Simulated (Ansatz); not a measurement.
Take CdS in the wurtzite structure (space group P6_3mc, No. 186; a = 4.074 Å, c = 6.637 Å) as the base. Axes: x lies along a and z along c of the hexagonal cell.

Method: LDA/PAW in Ansatz (a program for electronic structure), without spin-orbit coupling.

Before the change:

The valence-band top at Γ comes out as 0.00, 0.00, -0.06 eV.

Perturbation: tensile biaxial strain of 1.20 % in the plane normal to [001], as in epitaxy on a mismatched substrate; the out-of-plane cell vector and the atoms relax.

Q: How does this affect the valence-band top at Γ?

A: The valence-band top at Γ (three highest levels, from the VBM) goes from 0.00, 0.00, -0.06 eV to 0.00, -0.01, -0.01 eV.

Q: Predict the new out-of-plane strain.

A: The out-of-plane strain is -1.16 %.

The levels and masses belong to the bands next to the band gap. Whether these cells are dynamically stable was not tested.
